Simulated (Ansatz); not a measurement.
# ZnO: response to strain

Consider ZnO in the wurtzite structure (space group P6_3mc, No. 186).

```yaml
crystal:
  lattice:
    - [3.22996, 0.00000, 0.00000]
    - [-1.61498, 2.79723, 0.00000]
    - [0.00000, 0.00000, 5.21438]
  atoms:
    - { symbol: Zn, position: [0.33333, 0.66667, 0.00154] }
    - { symbol: Zn, position: [0.66667, 0.33333, 0.50154] }
    - { symbol: O, position: [0.33333, 0.66667, 0.38046] }
    - { symbol: O, position: [0.66667, 0.33333, 0.88046] }
```

Cartesian axes are those of the cell as printed.

Strains are applied to the cell and any free atomic positions relax.

Computed with Ansatz (a program for electronic structure), PBEsol, PAW, cutoff 420 eV, spin-orbit coupling left out.

Notes on the quantities. pressure: mean of the normal stresses, compression positive; energy relative to the base: free energy F.

```json
[
 {"case": "base", "band gap": "0.70 eV", "pressure": "0.00 GPa", "energy relative to the base": "0 meV/atom"},
 {"case": "tensor shear ε_xz = +0.67 %", "band gap": "0.70 eV", "pressure": "-0.01 GPa", "energy relative to the base": "+0.2 meV/atom"},
 {"case": "tensor shear ε_xz = +1.67 %", "band gap": "0.69 eV", "pressure": "-0.03 GPa", "energy relative to the base": "+1.5 meV/atom"},
 {"case": "tensor shear ε_xz = +1.33 %", "band gap": "0.69 eV", "pressure": "-0.02 GPa", "energy relative to the base": "+0.9 meV/atom"},
 {"case": "tensor shear ε_xz = +1.00 %", "band gap": "0.70 eV", "pressure": "-0.01 GPa", "energy relative to the base": "+0.5 meV/atom"},
 {"case": "tensor shear ε_xz = +2.00 %", "band gap": "0.68 eV", "pressure": "-0.05 GPa", "energy relative to the base": "+2.1 meV/atom"},
 {"case": "tensor shear ε_xz = +0.33 %", "band gap": "0.70 eV", "pressure": "0.00 GPa", "energy relative to the base": "+0.1 meV/atom"}
]
```

Stability against distortions was not tested.
